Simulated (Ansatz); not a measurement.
Results of r²SCAN (Ansatz, a quantum-chemistry and plane-wave program, plane waves, PAW) for rock-salt NaH.

Numerical settings: plane-wave cutoff 600 eV, 8×8×8 k mesh, scalar-relativistic PAW data made under PBE.

Computed at the level's own relaxed cell.

Elastic tensor (GPa, Voigt notation, ions relaxed):

```
   49.0    12.1    12.1     0.0     0.0     0.0
   12.1    49.0    12.1     0.0     0.0     0.0
   12.1    12.1    49.0     0.0     0.0     0.0
    0.0     0.0     0.0    24.1     0.0     0.0
    0.0     0.0     0.0     0.0    24.1     0.0
    0.0     0.0     0.0     0.0     0.0    24.1
```

Task: Work out the Voigt, Reuss and Hill averages of the bulk and shear moduli, Young's modulus and Poisson's ratio from the printed constants.

Result: K_V = [C11 + C22 + C33 + 2(C12 + C13 + C23)]/9 = [147.0 + 2 × 36.3]/9 = 24.4 GPa. G_V = [147.0 − 36.3 + 3 × 72.3]/15 = 21.8 GPa. From the compliances S = C⁻¹, K_R = 24.4 and G_R = 21.5 GPa. Hill means: K = 24.4, G = 21.6 GPa. E = 9KG/(3K + G) = 50 GPa, ν = (3K − 2G)/(6K + 2G) = 0.16, K/G = 1.13.

The computed numbers hold no vibrational or temperature effects.
